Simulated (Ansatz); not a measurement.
hcp Mg (0 0 1) on 4H silicon carbide (0 0 1) (film strained to the substrate, started from cuts of the bulks and a machine-learned relaxation; slabs Si8C8 and Mg4, which can lie off the formulas)

A periodic stack without vacuum, hcp Mg (0 0 1) on 4H silicon carbide (0 0 1) (film strained to the substrate, started from cuts of the bulks and a machine-learned relaxation; slabs Si8C8 and Mg4, which can lie off the formulas): substrate slab Si8C8, film Mg4, surface cells [[0, 1], [-1, 0]] and [[0, -1], [1, 0]], film strained by -3.3 and -3.3 %, outermost planes Si/C and Mg/Mg as cut, which need not be the usual terminations and can put a slab off its formula.

The start was prepared with a machine-learned potential, and the result is one local minimum, with the in-plane cell held and forces under 0.04 eV/Å; the film can end far from its bulk form.

These are PBE (plane waves to 420 eV, PAW; Ansatz, a quantum-chemistry and plane-wave program) values and carry that method's errors. No spin–orbit coupling; the runs are not spin-polarised; PBE gaps are too small against experiment. Its k-point mesh 12×12×1, Fermi–Dirac width 0.05 eV.

```
Item                                                                                                                     Result
--------------------------------------------------------------------------------  ---------------------------------------------
interface area                                                                                                           8.3 Å²
period                                                                                                                  31.09 Å
heights between the nearest atoms of the two slabs at the two interfaces                                        1.22 and 2.17 Å
Mg–Si contacts across the interfaces within 1.22 times the sum of covalent radii                                 3, mean 2.81 Å
C–Mg contacts across the interfaces within 1.22 times the sum of covalent radii                                  3, mean 2.16 Å
estimate of the barrier                                                           withheld, since the two interfaces are unlike
slope of the mean potential energy in the substrate                                                              +5.4 MV/cm × e
```

```
CELL_PARAMETERS angstrom
      3.09310    -0.00041     0.08115
      1.54623     2.67922     0.06841
      2.24589     1.44437    31.17329
ATOMIC_POSITIONS crystal
  Si 0.07506 0.00087 0.11208
  Si 0.96775 0.89352 0.27514
  Si 0.35471 0.28044 0.19364
  Si 0.79556 0.72132 0.03073
  C  0.03496 0.96071 0.17298
  C  0.92770 0.85352 0.33595
  C  0.31457 0.24032 0.25467
  C  0.75501 0.68089 0.09184
  Si 0.86034 0.78634 0.43810
  Si 0.75197 0.67830 0.60174
  Si 0.13983 0.06598 0.51959
  Si 0.58072 0.50659 0.35663
  C  0.82022 0.74629 0.49892
  C  0.71198 0.63851 0.66147
  C  0.09925 0.02554 0.58069
  C  0.54053 0.46648 0.41765
  Mg 0.35265 0.27920 0.70057
  Mg 0.62595 0.55210 0.79011
  Mg 0.23268 0.15935 0.87667
  Mg 0.50769 0.43453 0.96096
```
